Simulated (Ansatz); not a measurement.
Base system: BP (space group P4_2/mnm, No. 136; a = 5.532 Å, c = 3.187 Å; a hypothetical phase, not in the database extracts checked).

Level of theory: PBEsol (Ansatz, a quantum-chemistry and plane-wave program), scalar-relativistic without spin-orbit coupling.

For the base:

* **Gap between the host's bands**: 0.27 eV
* **Gap character**: indirect, Γ → Γ–Z (62 % along)

Now apply this change: electron doping at 7.0×10^21 cm⁻³ (0.683 per cell), with a uniform compensating background at fixed cell and a 300 K Fermi–Dirac width.

Question: Estimate the effect on the gap between the host's bands.

Answer: The gap between the host's bands drops by 0.11 eV to 0.16 eV.

Question: What does the calculation give for the Fermi level from band edge after the change?

Answer: The Fermi level relative to the doped band's edge (positive inside the band; to 0.05 eV) comes out as +1.55 eV.

Question: How does this affect the gap character?

Answer: The gap character stays indirect, Γ → Γ–Z (62 % along).

Charged cell with a jellium background: band edges are those of the host's band count, energies are not comparable with the neutral cell, and many-body gap narrowing is missing. No phonon test of stability was made. A zero or small gap of BP can be the functional's error rather than a property of the material.
